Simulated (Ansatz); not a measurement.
**Several settings converged on a (100) slab of MnF2 (cut from a parent of space group no. 136; 12 atoms in the cell)**

```yaml
crystal:
  lattice:
    - [4.84565, 0.00000, 0.00000]
    - [0.00000, 3.29345, 0.00000]
    - [0.00000, 0.00000, 23.15832]
  atoms:
    - { symbol: Mn, position: [0.00000, 0.00000, 0.44769], spin: 4.0 }
    - { symbol: Mn, position: [0.50000, 0.50000, 0.34307], spin: 4.0 }
    - { symbol: F, position: [0.30500, 0.00000, 0.30227] }
    - { symbol: F, position: [0.19500, 0.50000, 0.40689] }
    - { symbol: F, position: [0.80500, 0.50000, 0.48849] }
    - { symbol: F, position: [0.69500, 0.00000, 0.38387] }
    - { symbol: Mn, position: [0.00000, 0.00000, 0.65693], spin: 4.0 }
    - { symbol: Mn, position: [0.50000, 0.50000, 0.55231], spin: 4.0 }
    - { symbol: F, position: [0.30500, 0.00000, 0.51151] }
    - { symbol: F, position: [0.19500, 0.50000, 0.61613] }
    - { symbol: F, position: [0.80500, 0.50000, 0.69773] }
    - { symbol: F, position: [0.69500, 0.00000, 0.59311] }
```
(The spins are starting values, not results.)

Base method: LDA (PW92), default PAW files made with PBE (plane waves; Ansatz, an electronic-structure program).

Base settings: basis.ecutwfc = 420 eV; kpoints.mp_grid.grid = 2 3 1; hamiltonian.xc = lda; hamiltonian.pseudopotentials = {kind: paw} (the program's default PAW files); magnetization.spin_polarized = true; scf.occupations.method = fermi_dirac; scf.occupations.width = 0.02 eV.

The count of work is k-points × plane waves × bands × iterations; it is no time. Core times come from one kind of shared machine, to one figure; runs under 30 s give none.

**The vacuum**

The mesh stays at the base's, so the ladder's end is converged at best in this setting alone.

Only quantities that move along the ladder and can be compared are tabulated; the gap is left out on so coarse a mesh.

These are the values that this program gave, and no reference: magnetic slabs can end in a higher state.

| vacuum between outermost atoms (Å) | free energy less the last step's (meV/atom) | largest difference of a force vector from the last step's (eV/Å) | count of work / last |
|---|---|---|---|
| 3.0 | -5.91 | 0.090 | 0.33 |
| 4.0 | -1.27 | 0.020 | 0.36 |
| 5.0 | -0.19 | 0.005 | 0.50 |
| 6.0 | -0.13 | 0.001 | 0.39 |
| 7.0 | -0.09 | 0.001 | 0.41 |
| 10.0 | 0.01 | 0.001 | 0.49 |
| 14.0 | 0.06 | 0.001 | 0.55 |
| 20.0 | 0.02 | 0.001 | 0.69 |
| 30.0 | 0.00 | 0.000 | 1.0 |

Smallest vacuum between outermost atoms (Å) that holds the free energy within 0.5 meV/atom of the last step, with all finer ones: 5.0; the step before is off by 1.3 meV/atom.

Smallest vacuum between outermost atoms (Å) that holds the forces within 0.01 eV/Å of the last step, with all finer ones: 5.0; the step before is off by 0.020 eV/Å.

**The k-point mesh**

Only quantities that move along the ladder and can be compared are tabulated.

These are the values that this program gave, and no reference: magnetic slabs can end in a higher state.

```csv
kpoints.mp_grid.grid,free energy less the last step's (meV/atom),largest difference of a force vector from the last step's (eV/Å),count of work / last,core time / last (rough)
2 2 1,18.41,0.034,0.057,–
2 3 1,1.71,0.003,0.057,–
3 4 1,0.17,0.001,0.093,0.08
3 5 1,0.02,0.000,0.086,0.09
4 5 1,-0.04,0.000,0.13,0.1
4 6 1,0.02,0.000,0.17,0.2
6 9 1,0.01,0.000,0.29,0.3
8 12 1,0.01,0.000,0.50,0.5
11 16 1,0.02,0.000,0.77,0.8
13 19 1,0.00,0.000,1.0,1
```

Coarsest kpoints.mp_grid.grid that holds the free energy within 2 meV/atom of the last step, with all finer ones: 2 3 1, at 0.057 of the last step's count of work; the step before is off by 18 meV/atom.

Coarsest kpoints.mp_grid.grid that holds the forces within 0.01 eV/Å of the last step, with all finer ones: 2 3 1, at 0.057 of the last step's count of work; the step before is off by 0.034 eV/Å.

**The plane-wave cutoff**

The mesh stays at the base's, so the ladder's end is converged at best in this setting alone.

Only quantities that move along the ladder and can be compared are tabulated; the gap is left out on so coarse a mesh.

These are the values that this program gave, and no reference: magnetic slabs can end in a higher state.

| basis.ecutwfc | free energy less the last step's (meV/atom) | largest difference of a force vector from the last step's (eV/Å) | count of work / last | core time / last (rough) |
|---|---|---|---|---|
| 210 eV | 7682.72 | 0.363 | 0.12 | – |
| 250 eV | 2512.80 | 0.185 | 0.16 | – |
| 295 eV | 631.13 | 0.081 | 0.23 | – |
| 355 eV | 83.96 | 0.006 | 0.30 | – |
| 420 eV | 7.36 | 0.002 | 0.36 | – |
| 505 eV | 1.73 | 0.001 | 0.46 | 0.5 |
| 630 eV | 1.21 | 0.001 | 0.65 | 0.6 |
| 840 eV | 0.00 | 0.000 | 1.0 | 1 |

Coarsest basis.ecutwfc that holds the free energy within 5 meV/atom of the last step, with all finer ones: 505 eV; the step before is off by 7.4 meV/atom.

Coarsest basis.ecutwfc that holds the forces within 0.005 eV/Å of the last step, with all finer ones: 420 eV, at 0.36 of the last step's count of work; the step before is off by 0.006 eV/Å.

On the base run: the starting cell has typed, rounded lattice constants, without a prior relaxation at this level. The slab is cut from that crystal, and its faces are unrelaxed. Its lattice was rescaled by up to half a per cent. The magnetic order is the one reached from the typed start; others were not searched systematically. The program warned that, by what it read of turns of the moments, another magnetic order lies lower. In the base run, forces exceed 1 eV/Å.

Keys are those of Ansatz 0.2.
